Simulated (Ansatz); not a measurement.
Take ScAl$_{3}$ in the Cu3Au type structure (space group Pm-3m, No. 221; a = 4.072 Å) as the base. Axes: x, y, z lie along the cube axes.

The values are results of PBEsol/PAW in Ansatz (a quantum-chemistry and plane-wave program), no spin-orbit coupling, not measurements.

Before the change:

| Quantity | Value |
|---|---|
| Band gap | zero |
| Volume per atom | 16.88 Å³ |
| Pressure | 0.0 GPa |

Modification: biaxial strain +1.43 %, plane normal [110], relaxed out of plane (Cartesian); in-plane vectors clamped, the third vector and the atoms free.

Predict the new energy relative to the base.

The energy increases by 4.5 meV/atom.

What does the calculation give for the band gap after the change?

The band gap remains zero.

Predict the new volume per atom.

The volume per atom grows by 0.39 Å³ to 17.27 Å³.

Estimate the effect on the pressure.

The pressure (mean of the normal stresses, compression positive) goes from zero to -2.0 GPa.

Without a gap, meshes like the base's 12×12×12 leave anisotropic stresses uncertain by several tenths of a GPa, and small strain energies with them. Stability against distortions was not tested. All final runs are without spin polarisation.
